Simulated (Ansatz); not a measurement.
Start from ZnCu2SnS4 (space group I-4, No. 82; a = 5.4685 Å, c = 10.9351 Å).

All numbers come from Ansatz (a first-principles code), PBE, PAW, cutoff 420 eV, without spin-orbit coupling, earlier PAW set.

One change was made to it. Results:

| quantity | base | after |
|---|---|---|
| volume per atom | 20.44 Å³ | 21.09 Å³ |
| c/a ratio | 2.000 | 2.000 |

Q: Which of these changes matches the shifts?
(A) pressure −1 GPa
(B) pressure 3 GPa
(C) pressure −2 GPa
(D) pressure 7.5 GPa

A: C, pressure −2 GPa. For comparison, the volume per atom in the other runs: pressure 3 GPa gives 19.63 Å³; pressure 7.5 GPa gives 18.70 Å³; pressure −1 GPa gives 20.75 Å³.

Load acts through the strain it causes; cell and atoms are relaxed under it. Stability against distortions was not tested. Competing high-pressure phases were not computed. The final runs are not spin-polarised.
